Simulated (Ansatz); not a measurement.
Start from La2O3 (space group P-3m1, No. 164; a = 3.9352 Å, c = 6.1257 Å). Axes: x lies along a and z along c of the hexagonal cell.

Method: r2SCAN/PAW in Ansatz (a quantum-chemistry and plane-wave program), no spin-orbit coupling, earlier PAW set.

One thing is altered: every lattice vector is shortened by 1.23 %; the atoms relax in the strained cell.

Predict the stress tensor and what it implies for the stiffness.

Stress of the strained cell less that of the base (GPa, compression positive):
```
   5.71    0.00    0.00
   0.00    5.71    0.00
   0.00    0.00    4.08
```

Then B = −ΔP/(ΔV/V₀) with ΔV/V₀ = -0.0364 gives secant stiffness values (nonlinear terms included at this strain): B (at held cell shape, above the free-shape value) ≈ 142 GPa.

As a check, the harmonic strain energy −½ V₀ Δσ:ε is 9.8 meV/atom; the computed energy rise is 9.3 meV/atom.

No phonon test of stability was made.
